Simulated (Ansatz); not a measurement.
**MgF2: pressure series**

Take MgF₂ in the rutile structure (space group P4_2/mnm, No. 136; a = 4.699 Å, c = 3.094 Å) as the base.

Cell and atoms are relaxed at each pressure.

Level of theory: Kohn–Sham DFT with the PBE functional, run in Ansatz (a first-principles code) with PAW and 420 eV plane waves, no spin-orbit coupling, earlier PAW set.

```csv
change,width of the top valence band,volume per atom
base,0.80 eV,11.39 Å³
pressure −2 GPa,0.77 eV,11.66 Å³
pressure −1 GPa,0.79 eV,11.52 Å³
pressure 3 GPa,0.83 eV,11.04 Å³
pressure 7 GPa,0.87 eV,10.66 Å³
pressure 15 GPa,0.94 eV,10.05 Å³
pressure 30 GPa,1.05 eV,9.25 Å³
pressure 50 GPa,1.17 eV,8.52 Å³
pressure 75 GPa,…,…
pressure 100 GPa,1.39 eV,7.41 Å³
```

Task: What belongs in the blanks?

Result: 
- pressure 75 GPa, width of the top valence band: 1.29 eV
- pressure 75 GPa, volume per atom: 7.88 Å³

The levels and masses belong to the bands next to the band gap. Load acts through the strain it causes; cell and atoms are relaxed under it. No phonon test of stability was made. No other phases were tried under pressure.
